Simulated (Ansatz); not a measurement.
**HfO2 in the CdI2 type structure (space group P-3m1, No. 164; a hypothetical phase, not in the database extracts checked; layered, stacked along the Cartesian z axis)**

Space group P-3m1 (No. 164); a = b = 3.2266 Å, c = 4.5562 Å, α = β = 90.00°, γ = 120.00°

```tsv
atom	site	symmetry	x	y	z
Hf	1a	-3m.	0.0000	0.0000	0.0000
O	2d	3m.	0.3333	0.6667	0.2108
```

Level of theory: plane-wave PAW DFT at the r2SCAN+rVV10 level (Ansatz, a quantum-chemistry and plane-wave program, 500 eV), scalar-relativistic without spin-orbit coupling. k-mesh 12×12×7 (Γ-centred); smearing 0.05 eV (Fermi–Dirac).

```json
{
  "volume_per_atom": "13.69 Å³",
  "density": "8.51 g/cm³",
  "band_gap": "4.92 eV, indirect, K–Γ (71 % along) → K",
  "electron_mass": "0.91 mₑ along c, 1.2 mₑ across",
  "total_energy": "-5624.055 eV/atom (σ→0; compares only within this code and set-up)"
}
```

Spin-orbit coupling, missing from the scalar runs, can matter with Hf. Effective masses come from finite differences of ±0.01 Å⁻¹. Stability against distortions was not tested.
